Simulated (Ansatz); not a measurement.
Take RhSi (space group P2_13, No. 198; a cell from a computed database, its experimental status unchecked) as the base.

```
RhSi
1.0
    4.67279     0.00000     0.00000
    0.00000     4.67279     0.00000
    0.00000     0.00000     4.67279
Si Rh
4 4
Cartesian
  0.73768   1.59872   3.07407
  1.59872   3.07407   0.73768
  3.07407   0.73768   1.59872
  3.93512   3.93512   3.93512
  3.95993   3.04926   1.62354
  3.04926   1.62354   3.95993
  1.62354   3.95993   3.04926
  0.71286   0.71286   0.71286
```

Method: PBEsol (Ansatz, a quantum-chemistry and plane-wave program, PAW, no spin-orbit coupling), earlier PAW set.

For the base:

Volume per atom: 12.75 Å³

Now apply this change: every Si is replaced by Ti; the structure is relaxed again.

Tabulated Pauling electronegativity and covalent radius: Si 1.90, 1.11 Å; Ti 1.54, 1.60 Å.

Q: Predict the new volume per atom.

A: The volume per atom grows by 2.20 Å³ (12.75 Å³ → 14.95 Å³).

No phonon test of stability was made. As relaxed here, TiRh is a hypothetical phase, not in the database extracts checked. The final runs are not spin-polarised.
